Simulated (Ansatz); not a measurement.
# BAs under a change: pressure −2 GPa

Base system: BAs in the zinc blende structure (space group F-43m, No. 216; a = 4.768 Å).

Now apply this change: hydrostatic tension (pressure −2 GPa).

All numbers come from PBEsol (Ansatz, a first-principles code), scalar-relativistic without spin-orbit coupling. Γ-centred 12×12×12 mesh, Fermi–Dirac width 0.05 eV.

The volume per atom goes up by 0.20 Å³, from 13.55 Å³ to 13.75 Å³ and the lattice parameter a rises by 0.023 Å, from 4.768 Å to 4.791 Å. The enthalpy H = E + PV relative to the base's energy comes out as -0.17 eV/atom and the band gap increases by 0.015 eV (1.08 eV → 1.10 eV). The gap character is still indirect, Γ → Γ–X (82 % along) and the smallest direct gap decreases by 0.02 eV, from 3.25 eV to 3.23 eV. The width of the top valence band decreases by 0.086 eV, from 5.27 eV to 5.19 eV and the electron mass stays 1.1 mₑ along k, 0.21 mₑ across (off the special points). The hole mass (degenerate bands, along [100]) goes from 0.23 mₑ (at Γ) to 0.22, 0.23, 0.23 mₑ (at Γ) and the valley order (the lowest conduction-band minima on the path, energy above the VBM, named in the base's zone) becomes a point along ⟨100⟩, about 1.1 Å⁻¹ from Γ 1.10 eV; L along ⟨111⟩ 2.59 eV (base: a point along ⟨100⟩, about 1.1 Å⁻¹ from Γ 1.08 eV; L along ⟨111⟩ 2.68 eV).

Final structure:

```yaml
crystal:
  lattice:
    - [0.00000, 2.39558, 2.39558]
    - [2.39558, 0.00000, 2.39558]
    - [2.39558, 2.39558, 0.00000]
  atoms:
    - { symbol: As, position: [0.75000, 0.75000, 0.75000] }
    - { symbol: B, position: [0.00000, 0.00000, 0.00000] }
```

Load acts through the strain it causes; cell and atoms are relaxed under it. Masses are band curvatures over ±0.01 Å⁻¹ around the edge. Along k means along the line from Γ to the band edge. Whether these cells are dynamically stable was not tested.
